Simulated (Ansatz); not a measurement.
We consider LaBr3 (P6₃/m, No. 176), described by r²SCAN-D4 (plane waves, PAW; Ansatz, an electronic-structure program).

Run with plane-wave cutoff 560 eV, 6×6×8 k mesh (along the axes of the cell as run), Fermi–Dirac smearing 0.01 eV, scalar-relativistic PAW data made under PBE.

Cell (relaxed at this level):

```cif
data_Br6La2
_chemical_formula_sum 'La2 Br6'
_space_group_name_H-M_alt 'P63/m'
_space_group_IT_number 176
_space_group_name_Hall '-P 6c'
_cell_length_a 8.00529
_cell_length_b 8.00529
_cell_length_c 4.51406
_cell_angle_alpha 90.000
_cell_angle_beta 90.000
_cell_angle_gamma 120.000
loop_
_atom_site_label
_atom_site_type_symbol
_atom_site_symmetry_multiplicity
_atom_site_Wyckoff_symbol
_atom_site_fract_x
_atom_site_fract_y
_atom_site_fract_z
_atom_site_occupancy
La1 La 2 c 0.33333 0.66667 0.25000 1
Br1 Br 6 h 0.38563 0.29929 0.25000 1
```

Task: Estimate the bulk modulus B0, band gap, smallest direct gap on the k points sampled and pressure derivative B′ of the bulk modulus that the calculation returns.

Result: 
bulk modulus B0: 30.0 GPa
band gap: 3.58 eV
smallest direct gap on the k points sampled: 3.60 eV
pressure derivative B′ of the bulk modulus: 6.3

Measured, for comparison: band gap 5.9 eV (temperature not stated, no zero-point or thermal correction, literature value; as tabulated in Przystupa et al. (2023), doi:10.3390/ma16145085).

Note: the bulk modulus comes from volumes at which shape and atoms were relaxed.

Spin–orbit coupling is not included.

The computed numbers hold no vibrational or temperature effects.

Cost on a shared machine: very roughly 30 core-minutes.
